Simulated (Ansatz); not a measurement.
**Hypothetical diamond Zn, response to strain**

Consider Zn in the diamond structure (space group Fd-3m, No. 227; a = 5.8268 Å; a hypothetical phase, not in the database extracts checked; relaxed with 0.1 eV smearing). Axes: x, y, z lie along the cube axes.

Strains are applied to the cell and any free atomic positions relax; under biaxial strain the out-of-plane vector relaxes too.

Computed with PBE/PAW in Ansatz (an electronic-structure program), no spin-orbit coupling.

Notes on the quantities. pressure: mean of the normal stresses, compression positive; energy relative to the base: free energy F.

```tsv
variant	space group	pressure	energy relative to the base	shortest interatomic distance
base	Fd-3m (No. 227)	0.0 GPa	0 meV/atom	2.523 Å
biaxial strain −1.64 %, plane normal [001], relaxed out of plane	I4_1/amd (No. 141)	-0.5 GPa	-2.1 meV/atom	2.540 Å
biaxial strain +2.28 %, plane normal [001], relaxed out of plane	I4_1/amd (No. 141)	1.1 GPa	-5.0 meV/atom	2.490 Å
biaxial strain +4.21 %, plane normal [001], relaxed out of plane	I4_1/amd (No. 141)	2.9 GPa	-20 meV/atom	2.448 Å
isotropic strain −1.94 %	Fd-3m (No. 227)	1.8 GPa	+7.3 meV/atom	2.474 Å
isotropic strain −0.76 %	Fd-3m (No. 227)	0.6 GPa	+1.1 meV/atom	2.504 Å
uniaxial strain ε_zz = +1.65 %	I4_1/amd (No. 141)	-0.4 GPa	+0.4 meV/atom	2.537 Å
```

Stability against distortions was not tested. Under biaxial strain −1.64 %, plane normal [001], relaxed out of plane, biaxial strain +2.28 %, plane normal [001], relaxed out of plane and biaxial strain +4.21 %, plane normal [001], relaxed out of plane the cell ends below the base's energy or with stress of the wrong sign: the atoms slid into a distortion or the cell is elastically unstable, so the base is not a stable minimum at this level.
